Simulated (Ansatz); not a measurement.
Take VBiO4 (space group I4_1/a, No. 88; a = 5.166 Å, c = 11.779 Å) as the base.

Level of theory: PBE (Ansatz, an electronic-structure program, PAW, without spin-orbit coupling).

Before the change:

| Property | Result |
|---|---|
| Band gap | 2.25 eV |
| Pressure | 0.00 GPa |
| Gap character | indirect, Γ–X (71 % along) → N |

Modification: an isotropic linear strain of +1.48 %; the atoms relax in the strained cell.

What does the calculation give for the band gap after the change?

The band gap grows by 0.08 eV to 2.33 eV.

What happens to the largest internal atomic displacement?

The largest internal atomic displacement amounts to 0.020 Å.

Estimate the effect on the pressure.

The pressure (mean of the normal stresses, compression positive) goes from zero to -4.96 GPa.

What happens to the energy relative to the base?

The energy goes up by 9.5 meV/atom.

What happens to the gap character?

The gap character goes from indirect, Γ–X (71 % along) → N to indirect, k = (0.143, -0.143, -0.286) in the run's primitive reciprocal basis → N.

Spin-orbit coupling, missing from the scalar runs, can matter with Bi. No phonon test of stability was made. Starting moments died away, wholly or in part, for the base; another magnetic solution may exist. The final runs are not spin-polarised.
